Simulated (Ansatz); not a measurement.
We consider SrAlHO2 (model structure, started from the SrVO2H type, P4/mmm, No. 123, 5 atoms in the cell), described by G0W0@PBEsol (Ansatz, a first-principles code, hard PAW, contour deformation).

The same calculation (at the PBEsol cell, 10.422 Å³/atom) with different numerical settings; throughout: response cutoff 100 eV, empty bands 217:

| run | k mesh | quasiparticle gap on the mesh (eV) | quasiparticle gap at Γ (eV) |
|---|---|---|---|
| 1 | 4×4×4 | 5.298 | 8.008 |
| 2 | 4×4×6 | 5.300 | 8.014 |
| 3 | 6×6×6 | 5.300 | 8.019 |

In the column quasiparticle gap at Γ (eV) the first row differs from the last by -0.011 and the next to last by -0.005.

The last row is no converged limit: other settings stay fixed.

Spin–orbit coupling is not included.

A model structure was made by putting elements into a prototype or built by hand; it is no filed structure, need not be a known phase, and can be a saddle point held by its symmetry.
